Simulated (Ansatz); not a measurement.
The starting structures come from a database of crystals and need not be the phases stable at ambient conditions.

Where the default PAW files enter, the runs use the earlier of Ansatz's two default sets.

By PBEsol, the system below comes out a metal.

The ballistic (Sharvin) conductance counts the channels at the Fermi level: G/A = (e²/h) × channels of both spins per area.

```xyz
3
Lattice="2.7222 0.0000 0.0000 0.0000 3.8048 0.0000 1.3611 1.9024 4.1845" Properties=species:S:1:pos:R:3 pbc="T T T"
V      0.0000     0.0000     0.0000
Pt     1.3611     1.9024     1.3447
Pt     2.7222     3.8048     2.8399
```

Space group of this cell: Immm. The cell is taken as given; by PBEsol its mean pressure is -5.1 GPa.

The current flows along the normal of the first two printed cell vectors. No spin-orbit coupling; the value is a mean over 0.1 eV about the Fermi level.

Question: Predict the ballistic conductance per area from Ansatz (a program for electronic structure) with PBEsol.

Answer: 0.47 × 10¹⁵ S/m² for both spins.
